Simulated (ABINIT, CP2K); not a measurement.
An ABINIT input for a self-consistent single point of BaP4Pd2 (I4/mmm, 7 atoms in the cell) (DFT, LDA (PW92), plane waves, PAW (JTH v2.0 LDA PAW)):

```
# Ba(P2Pd)2, JTH v2.0 LDA PAW
pp_dirpath "./"
pseudos "Ba.LDA_PW-JTH.xml, P.LDA_PW-JTH.xml, Pd.LDA_PW-JTH.xml"
acell 3*1.0 Angstrom
rprim
        -3.4219100000    3.4219100000    2.9868950000
         3.4219100000   -3.4219100000    2.9868950000
         3.4219100000    3.4219100000   -2.9868950000
natom 7
ntypat 3
znucl 56 15 46
typat 1 2 2 2 2 3 3
xred
         0.0000000000    0.0000000000    0.0000000000
         0.2738100000    0.5000000000    0.7738100000
         0.7261900000    0.5000000000    0.2261900000
         0.5000000000    0.7261900000    0.2261900000
         0.5000000000    0.2738100000    0.7738100000
         0.7500000000    0.2500000000    0.5000000000
         0.2500000000    0.7500000000    0.5000000000
ecut 24
pawecutdg 48
pawxcdev 0
occopt 3
tsmear 0.136 eV
nband 42
kptopt 1
ngkpt 6 6 6
nshiftk 1
shiftk 0 0 0
nstep 100
tolvrs 1.0e-11
prtwf 0
prtden 0
enunit 2
```

**Question.** Give the CP2K input for the same structure, mesh, smearing and functional.

**Answer.** One input that does it (others would too):

```
&GLOBAL
  PROJECT bulk
  RUN_TYPE ENERGY_FORCE
  PRINT_LEVEL MEDIUM
&END GLOBAL
&FORCE_EVAL
  METHOD Quickstep
  STRESS_TENSOR ANALYTICAL
  &DFT
    BASIS_SET_FILE_NAME BASIS_MOLOPT
    POTENTIAL_FILE_NAME GTH_POTENTIALS
    &QS
      METHOD GPW
      EPS_DEFAULT 1E-10
    &END QS
    &MGRID
      CUTOFF 500
      REL_CUTOFF 50
      NGRIDS 5
    &END MGRID
    &SCF
      SCF_GUESS ATOMIC
      EPS_SCF 1E-7
      MAX_SCF 100
      ADDED_MOS 11
      &DIAGONALIZATION
        ALGORITHM STANDARD
      &END DIAGONALIZATION
      &MIXING
        METHOD BROYDEN_MIXING
        ALPHA 0.2
        NBUFFER 10
        BETA 1.5
      &END MIXING
      &SMEAR ON
        METHOD FERMI_DIRAC
        ELECTRONIC_TEMPERATURE [K] 1578.21
      &END SMEAR
    &END SCF
    &KPOINTS
      SCHEME MACDONALD 6 6 6 0.08333333333 0.08333333333 0.08333333333
    &END KPOINTS
    &XC
      &XC_FUNCTIONAL PADE
      &END XC_FUNCTIONAL
    &END XC
    &PRINT
      &MO
        EIGENVALUES T
        OCCUPATION_NUMBERS T
        NDIGITS 8
        FILENAME mo
        &EACH
          QS_SCF 0
        &END EACH
        ADD_LAST NUMERIC
      &END MO
      &MULLIKEN ON
      &END MULLIKEN
    &END PRINT
  &END DFT
  &SUBSYS
    &CELL
      ABC 5.68686900 5.68686912 5.68686922
      ALPHA_BETA_GAMMA 106.01344825 106.01345199 116.63299298
      PERIODIC XYZ
    &END CELL
    &COORD
      SCALED
      Ba       0.00000000     0.00000000     0.00000000
      P        0.27381000     0.50000000     0.77381000
      P        0.72619000     0.50000000     0.22619000
      P        0.50000000     0.72619000     0.22619000
      P        0.50000000     0.27381000     0.77381000
      Pd       0.75000000     0.25000000     0.50000000
      Pd       0.25000000     0.75000000     0.50000000
    &END COORD
    &KIND Ba
      BASIS_SET DZVP-MOLOPT-SR-GTH
      POTENTIAL GTH-PADE-q10
    &END KIND
    &KIND P
      BASIS_SET DZVP-MOLOPT-SR-GTH
      POTENTIAL GTH-PADE-q5
    &END KIND
    &KIND Pd
      BASIS_SET DZVP-MOLOPT-SR-GTH
      POTENTIAL GTH-PADE-q18
    &END KIND
  &END SUBSYS
  &PRINT
    &FORCES ON
    &END FORCES
    &STRESS_TENSOR ON
    &END STRESS_TENSOR
  &END PRINT
&END FORCE_EVAL
```

Basis, cutoffs, solver keys and any potentials are the target program's own. This input uses DFT LDA (Pade form), GPW, DZVP-MOLOPT-SR-GTH basis, GTH-PADE potentials (GTH_POTENTIALS). LDA parametrisations can differ slightly between programs.

The starting cell comes from a database of computed structures (which also holds hypothetical and non-ambient phases and stackings), without a prior relaxation at this level.
